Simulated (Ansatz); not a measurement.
Effect of biaxial strain +4.01 %, plane normal [001], relaxed out of plane on hypothetical P6_422 BP

Consider BP (space group P6_422, No. 181; a = 3.260 Å, c = 6.940 Å; a hypothetical phase, not in the database extracts checked). Axes: x lies along a and z along c of the hexagonal cell.

It is then changed as follows: tensile biaxial strain of 4.01 % in the plane normal to [001], as in epitaxy on a mismatched substrate; the out-of-plane cell vector and the atoms relax.

The values are results of PBEsol (Ansatz, a quantum-chemistry and plane-wave program; PAW; 420 eV plane waves; scalar-relativistic without spin-orbit coupling), not measurements. k-mesh 12×12×5 (Γ-centred); smearing 0.05 eV (Fermi–Dirac).

```tsv
quantity	base	changed	shift
volume per atom	10.64 Å³	11.36 Å³	+0.713 Å³
space group	P6_422 (No. 181)	P6_422 (No. 181)	–
shortest interatomic distance	1.999 Å	2.043 Å	+0.0447 Å
pressure (mean of the normal stresses, compression positive)	0.0 GPa	-10.4 GPa	-10.4 GPa
band gap	zero	0.10 eV	–
gap character	absent	indirect, Γ → M	–
hole mass	–	0.38 mₑ out of plane, 0.26 mₑ in plane (at Γ)	–
valence-band top at Γ (three highest levels, from the VBM)	–	0.00, -1.35, -1.84 eV	–
out-of-plane strain (rough)	–	-1.37 %	–
mean in-plane stress (compression positive) (rough)	–	-15.7 GPa	–
```

Cost of the whole job for the changed cell (relaxation, final SCF and bands): about 40 core-seconds (a rough figure).

Without a gap, meshes like the base's 12×12×5 leave anisotropic stresses uncertain by several tenths of a GPa, and small strain energies with them. Effective masses come from finite differences of ±0.01 Å⁻¹. Whether these cells are dynamically stable was not tested. The base started in P3_121 and relaxed to P6_422 at this level. All final runs are without spin polarisation. The zero or small gap of BP can change with the level of theory.
